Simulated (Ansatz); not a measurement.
Functionals compared on a constructed model of the (111) surface of fcc Al, a pseudomorphic layer of In in the host's stacking (bottom of the slab: a bare face, its two planes held), in Ansatz (plane waves, PAW). The structure was relaxed with PBE; the other rows are single points on it. Cutoff 420 eV (500 eV for r2SCAN).

Model: 7-atom slab, 13.9 Å thick at the start with caps and adatoms (thin: gaps and levels are the slab's own), 15x15x1 mesh, Fermi-Dirac 0.1 eV, dipole correction, 2 atoms held, the rest relaxed; held to the start's symmetry, so lower structures may exist; no spin, no spin-orbit, no U. It is one candidate, not shown to be the stable structure of the face. These notes are the PBE run's.

```json
[
 {"functional": "PBE", "work function of the top face (eV)": "3.77", "rough cost of the single point": "–"},
 {"functional": "RPBE", "work function of the top face (eV)": "?", "rough cost of the single point": "about 7 core-seconds (a rough figure)"},
 {"functional": "r2SCAN", "work function of the top face (eV)": "3.81", "rough cost of the single point": "around 15 core-seconds (rough)"}
]
```

Complete the blanks.


- RPBE, work function of the top face (eV): 3.63

Ansatz is a quantum-chemistry and plane-wave program.
